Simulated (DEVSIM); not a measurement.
System: Pd/SiON/p-Si capacitor, at 300 K.

| layer (left to right) | material | thickness (nm) | Na (cm⁻³) |
|---|---|---|---|
| 1 | SiON | 4.80 | - |
| 2 | Si | 17000 | 1.2e15 |

Metal gate on the left, work function 5.2 eV. Fixed charge at the semiconductor interface 3.3e11 cm⁻² (in units of +e); no interface traps.

The device is made up for the run: typed textbook-type constants, with dimensions and the other settings drawn at random. Values at 300 K.

```csv
parameter,SiON,Si
gap (eV),7,1.124
affinity (eV),1.4,4.05
permittivity,5.5,11.7
Nc (cm⁻³),-,2.86e19
Nv (cm⁻³),-,3.1e19
```

Model (solved in DEVSIM): 1D Poisson equation in equilibrium, Boltzmann statistics, complete ionisation; no quantum confinement or tunnelling. Metal contacts follow the ideal Schottky-Mott rule: no Fermi-level pinning, no interface dipoles.

Q: Tabulate band edges, carrier densities and field at 0.7 V on the gate.

A: Energies count from the Fermi level of the right contact; mesh points crowd at the junctions.

```csv
x (μm),Ec (eV),Ev (eV),n (cm⁻³),p (cm⁻³),field (V/cm)
0.000,3.100,-3.900,< 1e2,< 1e2,-82000
0.001361,3.089,-3.911,< 1e2,< 1e2,-82000
0.003209,3.074,-3.926,< 1e2,< 1e2,-82000
0.004655,3.062,-3.938,< 1e2,< 1e2,-82000
0.006958,0.413,-0.711,3.2e12,3.6e7,13000
0.01165,0.419,-0.705,2.6e12,4.5e7,12000
0.02364,0.434,-0.690,1.5e12,8.0e7,12000
0.06915,0.488,-0.636,1.8e11,6.3e8,11000
0.1673,0.590,-0.534,3.5e9,3.3e10,9500
0.3986,0.761,-0.363,4600000,2.5e13,5300
0.9900,0.860,-0.264,100000,1.1e15,110
3.234,0.861,-0.263,97000,1.2e15,≈ 0
8.072,0.861,-0.263,97000,1.2e15,≈ 0
13.24,0.861,-0.263,97000,1.2e15,≈ 0
15.89,0.861,-0.263,97000,1.2e15,≈ 0
16.55,0.861,-0.263,97000,1.2e15,≈ 0
16.82,0.861,-0.263,97000,1.2e15,≈ 0
16.93,0.861,-0.263,97000,1.2e15,≈ 0
16.98,0.861,-0.263,97000,1.2e15,≈ 0
17.00,0.861,-0.263,97000,1.2e15,≈ 0
17.00,0.861,-0.263,97000,1.2e15,≈ 0
17.00,0.861,-0.263,97000,1.2e15,≈ 0
```
